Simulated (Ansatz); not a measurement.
Structures of equal composition on the (0001) surface of wurtzite CdSe (Cd plane on top): 2x2 Mg adatom at H3; 2x2 Mg adatom at T4. The slabs share one bottom face, and each structure is named by its start. These are constructed structures in small cells; real faces may alloy, dewet or reconstruct in larger ones, and not all known structures of the face are among them. Slabs of about 15 Å with all that they carry, Fermi-Dirac smearing of 0.025 eV. Bottom of the slabs: H caps. Relaxed from the named starts with such symmetry as they have, on meshes of like density; energies extrapolated to zero smearing; no spin-orbit coupling, no U. Spin-polarised runs, if any, are marked in brackets, and their order is one that fits the cell; the others ran without spin. Where a second, spin-polarised start was run, the lower counts.

Host crystal: wurtzite CdSe, with a band gap (PBE, scalar-relativistic without spin-orbit coupling).

These are PBE (plane waves to 420 eV, PAW; Ansatz, an electronic-structure program) values and carry that method's errors.

Question: Rank these by energy per 1x1 cell (lowest first), as PBE gives it.

Answer: 2x2 Mg adatom at H3 (0.000 eV, no gap over 0.04 eV on the mesh), 2x2 Mg adatom at T4 (0.024 eV, no gap over 0.04 eV on the mesh)
